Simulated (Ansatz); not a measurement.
Band structure of TiTe (P6_3/mmc, 4 atoms in the cell).

```xyz
4
Lattice="3.5913 0.0000 0.0000 -1.7956 3.1101 0.0000 0.0000 0.0000 7.1436" Properties=species:S:1:pos:R:3 pbc="T T T"
Ti     0.0000     0.0000     3.5718
Ti     0.0000     0.0000     0.0000
Te     1.7956     1.0367     1.7859
Te     0.0000     2.0734     5.3577
```

Level of theory: PBEsol, PAW files made with PBE (plane waves; Ansatz, a first-principles code).

Settings: kpoints.mp_grid.grid = 7 7 3; hamiltonian.xc = pbesol; hamiltonian.pseudopotentials = {kind: paw} (an earlier, softer set of the program's PAW files); scf.occupations.method = fermi_dirac; scf.occupations.width = 0.1 eV; kpoints.band_path.npoints = 8.

The starting cell comes from a database of computed structures (which also holds hypothetical and non-ambient phases and stackings), without a prior relaxation at this level. Its lattice was rescaled by a random factor within 2.5 % of one. Spin-orbit coupling is off. Spin polarisation is off, so a magnetic state, if there is one, cannot be reached.

Levels in eV from the Fermi level, bands 25 to 32:
| point | 25 | 26 | 27 | 28 | 29 | 30 | 31 | 32 |
|---|---|---|---|---|---|---|---|---|
| Γ | -1.83 | -0.15 | -0.15 | 0.00 | 0.00 | 0.22 | 0.22 | 0.82 |
| M | -3.26 | -2.00 | -1.69 | -0.87 | 0.48 | 1.36 | 1.49 | 1.55 |
| K | -4.25 | -4.25 | -0.16 | -0.16 | 0.79 | 0.79 | 0.84 | 1.47 |
| A | -1.87 | -1.87 | 0.06 | 0.06 | 0.29 | 0.29 | 0.29 | 0.29 |
| L | -2.77 | -2.77 | -1.16 | -1.16 | 1.42 | 1.42 | 1.46 | 1.46 |
| H | -4.06 | -4.06 | -0.51 | -0.51 | 1.15 | 1.15 | 1.43 | 1.43 |

Bands cross the Fermi level along this path, so the cell is metallic at this level.

Keys are those of Ansatz 0.2.
